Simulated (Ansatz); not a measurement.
## Ge: energy against strain

Ge (diamond, Fd-3m, 22.838 Å³/atom and stress up to 0.01 GPa in the relaxed cell, cube axes along x, y and z) under a strain ε along a cube axis (axis z), the other axes held. r2SCAN in Ansatz, a plane-wave DFT program (PAW, default set), 500 eV, 10×10×10 Γ-centred mesh, Fermi-Dirac smearing 0.05 eV; ions are relaxed, or left where forces stay under 0.02 eV/Å, within the symmetry of each cell.

Here s stands for strain and y for E less E0.

```csv
strain (%),E less E0 (meV/atom)
-3.00,?
-1.50,2.07
-1.00,0.92
-0.50,0.23
0.00,0.00
0.50,0.22
1.00,0.89
1.50,2.00
```

Taking a parabola for y over the 7 complete rows: Least squares gives y = 0.000 - 0.0200·s + 0.9048·s². Residuals (row less fit): 0.004, -0.005, -0.006, 0.000, 0.004, 0.005, -0.006; standard error 0.006 (degrees of freedom: 4). Twice the quadratic coefficient over the volume, 2 × 0.9048 meV × 10⁴ × 0.1602 / 22.838 Å³, is the elastic constant C11 = 126.9 ± 0.4 GPa (± standard error of the fit, which holds the terms cut off).

**Question.** Predict the withheld y at s = -3.00 from the fit, and compare with the calculation.

**Answer.** y = 0.000 - 0.0200 × (-3.0) + 0.9048 × (-3.0)² = 8.203 meV/atom. The calculation gives 8.37 meV/atom, 0.167 meV/atom above the prediction (2.0 % of the range of y in the table). The row lies outside the fitted rows, so this is an extrapolation. From the scatter of the fitted rows alone, a prediction at this place has a standard error of 0.024 meV/atom, so the miss is 7.0 times that.

A polynomial of degree 3 through the 12 other runs of the series gives 8.39 there, so most of the miss is curvature that the fit leaves out. Rows are the converged runs of the series near zero and its far end; series whose fitted rows scatter by over a few per cent of the range, as at a crossing or softening among them, aren't shown in this form, nor equations of state whose B0' disagrees with the runs' pressures. Most that stay on the fit to the last digits aren't either.
